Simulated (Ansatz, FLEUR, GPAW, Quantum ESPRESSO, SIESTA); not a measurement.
One structure in several programs: MnSi (P2_13, 8 atoms in the cell)

Self-consistent single point.

```xyz
8
Lattice="4.3721 0.0000 0.0000 0.0000 4.3721 0.0000 0.0000 0.0000 4.3721" Properties=species:S:1:pos:R:3 pbc="T T T"
Mn     1.5894     0.5966     3.7755
Mn     0.5966     3.7755     1.5894
Mn     3.7755     1.5894     0.5966
Mn     2.7827     2.7827     2.7827
Si     2.8603     3.6979     0.6743
Si     3.6979     0.6743     2.8603
Si     0.6743     2.8603     3.6979
Si     1.5118     1.5118     1.5118
```
Moments meant for the start (each program seeds them in its own way; μB, in the order of the atoms Mn Mn Mn Mn Si Si Si Si): 4.0 4.0 4.0 4.0 0.0 0.0 0.0 0.0.

All programs got the same cell, k-point mesh and kind of occupations, and the same starting moments (in Ansatz's words: kpoints.mp_grid.grid = 5 5 5; magnetization.spin_polarized = true; scf.occupations.method = fermi_dirac; scf.occupations.width = 0.136 eV); potentials, basis and cutoffs are each program's usual ones.

| code | model | pressure (GPa) | largest force (eV/Å) | size of the net moment (μB/atom) | k-points | cutoff |
|---|---|---|---|---|---|---|
| GPAW | PBE, GPAW PAW datasets PBE (gpaw-data 1.0.1) | 27.70 | 0.533 | 0.31 | 11 | 850 eV |
| Ansatz | PBE, default PAW files | 24.99 | 0.458 | 0.32 | 11 | 420 eV |
| SIESTA | GGA PBE, numerical atomic orbitals TZP, PseudoDojo PBE standard norm-conserving potentials (rewritten from UPF to PSML) | 24.02 | 0.526 | 0.37 | 63 | grid 300 Ry |
| FLEUR | PBE, all-electron FLAPW (FLEUR), scalar-relativistic valence | – | 0.484 | 0.32 | 11 | Kmax 4.3 1/bohr |
| Quantum ESPRESSO | PBE, SSSP 1.1.2 efficiency (PBE) pseudopotentials | 25.17 | 0.473 | 0.32 | 11 | 50 Ry |

Size of the force on each atom (eV/Å): Sizes of forces hide their directions.

| code | Mn1 | Mn2 | Mn3 | Mn4 | Si5 | Si6 | Si7 | Si8 |
|---|---|---|---|---|---|---|---|---|
| GPAW | 0.533 | 0.533 | 0.533 | 0.533 | 0.020 | 0.020 | 0.020 | 0.020 |
| Ansatz | 0.458 | 0.458 | 0.458 | 0.458 | 0.002 | 0.002 | 0.002 | 0.002 |
| SIESTA | 0.526 | 0.526 | 0.526 | 0.526 | 0.062 | 0.062 | 0.062 | 0.062 |
| FLEUR | 0.484 | 0.484 | 0.484 | 0.484 | 0.030 | 0.030 | 0.030 | 0.030 |
| Quantum ESPRESSO | 0.473 | 0.473 | 0.473 | 0.473 | 0.000 | 0.000 | 0.000 | 0.000 |

A dash marks a value that a program does not give, or that is left out as unsure.

The spread over the programs that give each value: pressure within 3.68 GPa; largest force within 0.075 eV/Å; size of the net moment within 0.06 μB/atom.

The starting cell comes from a database of computed structures (which also holds hypothetical and non-ambient phases and stackings), without a prior relaxation at this level. Its lattice was rescaled by a random factor within 2.5 % of one. On Ansatz's run: The moments shrank to a small part of their start, a low-spin state that need not be the lowest. In the base run, with a pressure of about 25 GPa the cell is away from its equilibrium volume at this level.

Q: Why do the programs differ, and what cannot be compared?

A: Differences of this kind can come from the potentials, where these differ, and from what each basis and cutoff leave unconverged. The zero of total energies and Fermi levels follows the potentials and each program's conventions, so they are not compared here. SIESTA uses small atom-centred bases, whose incompleteness enters pressures, forces and empty levels differently from a plane-wave cutoff. FLEUR treats all electrons, but the usual bases taken here (sphere radii, linearisation, local orbitals, empty states) were not tested for convergence, so the values are no reference for the others. Ansatz's pressure is given at a fixed set of plane waves, as the other plane-wave codes print theirs; with its correction for the finite basis it is 25.04 GPa. Site moments depend on each program's spheres or projections; the total moment of the cell does not. The programs reduce the same mesh by symmetry to different extents, which changes the work and not the result. In the pressure, GPAW (by 2.53) and SIESTA (by 1.15) lie more than 1 GPa from the median of the plane-wave programs.

Left out of this page: ABINIT (stopped by limits of time or memory).

Ansatz is an electronic-structure program.

Keys are those of Ansatz 0.2.
